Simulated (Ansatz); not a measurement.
CuZn: energy against strain

CuZn (CsCl type, Pm-3m, 12.302 Å³/atom at rest, cube axes along x, y and z) under a strain ε along a cube axis (axis z), the other axes held. PBEsol in Ansatz, a plane-wave DFT program (PAW, default set), 420 eV, 20×20×20 Γ-centred mesh, Fermi-Dirac smearing 0.10 eV; ions are relaxed within the symmetry of each cell.

Here s stands for strain and y for E less E0.

| strain (%) | E less E0 (meV/atom) |
|---|---|
| -1.50 | 1.13 |
| -1.00 | 0.48 |
| -0.50 | 0.11 |
| 0.00 | 0.00 |
| 0.50 | 0.14 |
| 1.00 | 0.53 |
| 1.50 | 1.14 |
| 3.00 | ? |

### Question
Using a parabola, estimate the missing y at s = 3.00 from the other rows, showing the fit.

### Answer
Least squares gives y = 0.000 + 0.0114·s + 0.5048·s². Residuals (row less fit): 0.011, -0.013, -0.011, 0.000, 0.008, 0.014, -0.013; standard error 0.014 (degrees of freedom: 4). Twice the quadratic coefficient over the volume, 2 × 0.5048 meV × 10⁴ × 0.1602 / 12.302 Å³, is the elastic constant C11 = 131 ± 1.6 GPa. At the withheld row, y = 0.000 + 0.0114 × 3.0 + 0.5048 × 3.0² = 4.577 meV/atom. The calculation gives 4.37 meV/atom, 0.207 meV/atom below the prediction (4.7 % of the range of y in the table). The row lies outside the fitted rows, so this is an extrapolation. From the scatter of the fitted rows alone, a prediction at this place has a standard error of 0.055 meV/atom, so the miss is 3.8 times that.

One order more, fitted to all 13 runs of the series, follows each within 0.02, so the miss is the next term of a smooth law. In a metal these values are sensitive to mesh and smearing; energies are taken to zero smearing, stresses follow the free energy. Rows are the converged runs of the series near zero and its far end; series whose fitted rows scatter by over a few per cent of the range, as at a crossing or softening among them, aren't shown in this form. Most that stay on the fit to the last digits aren't either.
